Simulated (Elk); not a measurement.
A self-consistent single point of BN (F-43m, 2 atoms in the cell) with Elk.

Method of the run: PBE, all-electron FP-LAPW, Elk's shipped species files, APW+lo basis with extra local orbitals (Elk).

```
BN
1.0
    0.00000     1.81046     1.81046
    1.81046     0.00000     1.81046
    1.81046     1.81046     0.00000
B N
1 1
Direct
  0.00000   0.00000   0.00000
  0.75000   0.75000   0.75000
```

Reference input (self-consistent single point, DFT, PBE, all-electron FP-LAPW, Elk's shipped species files, default APW+lo basis): xctype = 20; stype = 0; swidth = 0.0001 Ha; ngridk = 8 8 8; maxscl = 100. This run's input differs from it in these lines:

```diff
@@ -5,2 +5,8 @@
   20
+
+nxlo
+  2
+
+lorbcnd
+  .true.
```

Output, abridged:

```
│ Self-consistent loop started │
│ Loop number : 1 │
 total energy                :     -82.1526839300
│ Loop number : 2 │
 total energy                :     -82.1163129179
RMS change in Kohn-Sham potential (target) :    7.022742031     (  0.1000000000E-05)
Absolute change in total energy (target)   :   0.3637101212E-01 (  0.1000000000E-03)
│ Loop number : 3 │
 total energy                :     -81.5321773459
RMS change in Kohn-Sham potential (target) :    5.399994831     (  0.1000000000E-05)
Absolute change in total energy (target)   :   0.5932283250     (  0.1000000000E-03)
│ Loop number : 4 │
   [... lines left out ...]
Absolute change in total energy (target)   :   0.1015230814E-03 (  0.1000000000E-03)
│ Loop number : 13 │
 total energy                :     -79.7284928655
RMS change in Kohn-Sham potential (target) :   0.1101806916E-05 (  0.1000000000E-05)
Absolute change in total energy (target)   :   0.2392718413E-04 (  0.1000000000E-03)
│ Loop number : 14 │
 total energy                :     -79.7284925715
RMS change in Kohn-Sham potential (target) :   0.7012014022E-06 (  0.1000000000E-05)
Absolute change in total energy (target)   :   0.6275744994E-05 (  0.1000000000E-03)
Convergence targets achieved

│ Loop number : 15 │

Energies :
 Fermi                       :     0.348352762073
 total energy                :     -79.7284922584

Density of states at Fermi energy :   0.8206683209E-05
 (states/Hartree/unit cell)

Estimated indirect band gap :   0.1638404228
 from k-point      1 to k-point     27
Estimated direct band gap   :   0.3229569085
 at k-point      1

Charges :
 core                        :    4.000000000
 valence                     :    8.000000000
 interstitial                :    2.974186984
 muffin-tins (core leakage)
  species :    1 (B)
   atom    1                 :    3.318160799     (  0.7314417112E-03)
  species :    2 (N)
   atom    1                 :    5.707652218     (  0.6912471642E-05)
 total in muffin-tins        :    9.025813016
 total calculated charge     :    11.99580952
 total charge                :    12.00000000
 error                       :   0.4190475769E-02

│ Self-consistent loop stopped │
```

The run converged in 15 iterations. The count includes the last loop, which Elk runs after its targets are met. Against the reference run the total energy goes down by 6.8 meV/atom and the gap on the mesh goes from 4.472 to 4.458 eV.

The starting cell comes from a database of computed structures (which also holds hypothetical and non-ambient phases and stackings), without a prior relaxation at this level. Its lattice was rescaled by a random factor within 2.5 % of one. Values depend on the basis (sphere radii, cutoffs, local orbitals), which need not be converged.

Cost on one core of a shared machine: roughly 30 s.
